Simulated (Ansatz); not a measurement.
Defect migration in fcc Al: Sc-vacancy pair (Sc on one host Al site, one Al site vacant), neutral cell. Calculation: PBE, PAW (plane waves to 420 eV; Ansatz, an electronic-structure program).

Cell of 32 host sites held at the relaxed PBE lattice; a 4×4×4 k-point mesh shifted by half a step; Fermi-Dirac width 0.10 eV, spin-restricted; finite-size errors left in. No zero-point or tunnelling terms. Forms of the defect that were not tried may lie lower.

Barriers: single points on a 6×6×6 k-point mesh shifted by half a step at the bands' geometries.

Relaxed starting cell (atoms counted from 1):

```
Al30Sc
1.0
    8.08392     0.00000     0.00000
    0.00000     8.08392     0.00000
    0.00000     0.00000     8.08392
Sc Al
1 30
Direct
  0.99921   0.00035   0.00068
  0.99909   0.00033   0.50061
  0.99912   0.50044   0.00070
  0.49889   0.00038   0.00070
  0.49921   0.00025   0.50060
  0.49905   0.50036   0.00077
  0.49913   0.50038   0.50069
  0.99914   0.25673   0.25713
  0.99911   0.25694   0.74421
  0.99911   0.74389   0.25708
  0.99919   0.74387   0.74438
  0.49915   0.25086   0.25121
  0.49917   0.25077   0.75012
  0.49915   0.74981   0.25120
  0.49916   0.75000   0.75009
  0.25239   0.00041   0.25367
  0.25235   0.00040   0.74779
  0.24558   0.50029   0.25534
  0.24587   0.50042   0.74635
  0.74581   0.00027   0.25350
  0.74599   0.00036   0.74781
  0.75254   0.50038   0.25509
  0.75241   0.50036   0.74646
  0.25232   0.25333   0.00073
  0.24556   0.25491   0.50085
  0.25249   0.74750   0.00088
  0.24554   0.74579   0.50069
  0.74586   0.25315   0.00078
  0.75265   0.25497   0.50068
  0.74581   0.74759   0.00063
  0.75283   0.74566   0.50079
```

End state 1 differs by these moves (Å; atoms that move under 0.08 Å are left out):

```tsv
atom	element	Δx	Δy	Δz
22	Al	1.96	0.00	1.95
```

Task: What forward and backward barriers to end state 1 does PBE, PAW give?

Result: forward 0.65 eV, backward 0.52 eV; at the saddle point atom 22 has neighbours 2 Al at 2.59, 2 Al at 2.61, Al at 3.07, 2 Al at 3.13, Al at 3.15 Å. The saddle point's order was not checked, and it lies on a symmetry element of the cell, where a band can be held.
